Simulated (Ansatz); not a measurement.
## A computed series for BaZrO3: response to strain

The reference is BaZrO3 in the cubic perovskite structure (space group Pm-3m, No. 221; a = 4.205 Å).

Strains are applied to the cell and any free atomic positions relax.

Computed with r2SCAN in Ansatz (plane waves to 500 eV, PAW, no spin-orbit coupling).

```csv
isotropic strain (%),band gap (eV)
-4.3,4.05
-0.8,?
0,3.73
3.52,3.44
```

Question: Fit E_g = E₀ + Dε (ε in %) to the rows shown and predict the withheld row.

Answer: Least squares on the printed values gives E₀ = 3.72 eV, D = -77.9 meV per % of strain (largest residual 0.01 eV); this predicts 3.78 eV, and the run gives 3.80 eV, 0.02 higher.

No phonon test of stability was made.

Ansatz is an electronic-structure program.
